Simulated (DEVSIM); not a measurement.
**illuminated Si p-on-n cell, one wavelength, with a back-surface field**

System: illuminated Si p-on-n cell, one wavelength, with a back-surface field, at 250 K.

```
layer (left to right)  material  thickness (μm)  Nd (cm⁻³)  Na (cm⁻³)  τn (s)  τp (s)  absorption coefficient (cm⁻¹)
---------------------  --------  --------------  ---------  ---------  ------  ------  -----------------------------
1                            Si           0.420          -     1.5e18    2e-6  2.2e-6                           6400
2                            Si            81.0     5.1e16          -  3.1e-5  3.1e-5                           6400
3                            Si           0.520     1.3e18          -  3.1e-5  9.3e-7                           6400
```

Left contact: ohmic, minority electron recombination velocity 4e6 cm/s. Right contact: ohmic, minority hole recombination velocity 9000 cm/s. Voltage is applied to the left contact. Recombination: SRH at mid-gap, radiative, Auger. Light enters at the left, 1.3e18 photons cm⁻² s⁻¹, one pass, no reflection. Mobility is constant in doping.

The device is made up for the run: typed textbook-type constants, with dimensions and the other settings drawn at random. Values at 300 K; Nc and Nv go as T^1.5, mobilities as T to minus their exponent, the gap by Varshni's rule with the affinity fixed.

```csv
parameter,Si
gap (eV),1.124
affinity (eV),4.05
permittivity,11.7
Nc (cm⁻³),2.86e19
Nv (cm⁻³),3.1e19
μn (cm²/Vs),1417
μp (cm²/Vs),470
T exponent of μn,2.3
T exponent of μp,2.2
B (cm³/s),4.7e-15
Cn (cm⁶/s),2.8e-31
Cp (cm⁶/s),9.9e-32
Varshni α (eV/K),0.000473
Varshni β (K),636
```

Simulated with DEVSIM: 1D drift-diffusion, Boltzmann statistics, complete ionisation; no tunnelling, impact ionisation, image-force lowering or self-heating.

The potential step across the device at zero bias is 1.016 V, the dark forward voltage at 1 A/cm² comes out as 0.756 V and the dark forward voltage at 100 A/cm² is 0.886 V. The short-circuit current is 188 mA/cm², the open-circuit voltage is 0.719 V and the fill factor is 0.87. The largest power is 117 mW/cm² and the share of generated pairs collected at short circuit is 0.901.

Current under light (generator sign):

| V (V) | J (mA/cm²) |
|---|---|
| 0.00 | 188 |
| 0.10 | 188 |
| 0.22 | 188 |
| 0.32 | 188 |
| 0.44 | 188 |
| 0.56 | 187 |
| 0.58 | 187 |
| 0.60 | 187 |
| 0.62 | 186 |
| 0.64 | 183 |
| 0.66 | 175 |
| 0.68 | 156 |
| 0.70 | 109 |
| 0.72 | -10.6 |

Dark forward current:

```
V (V)  J (A/cm²)
-----  ---------
0.10     1.8e-12
0.20     2.7e-11
0.30     9.1e-10
0.35      7.7e-9
0.45      7.3e-7
0.50      7.3e-6
0.60     0.00076
0.65      0.0077
0.75        0.78
0.80         7.0
0.90         140
0.95         400
1.05        1800
1.10        3100
```
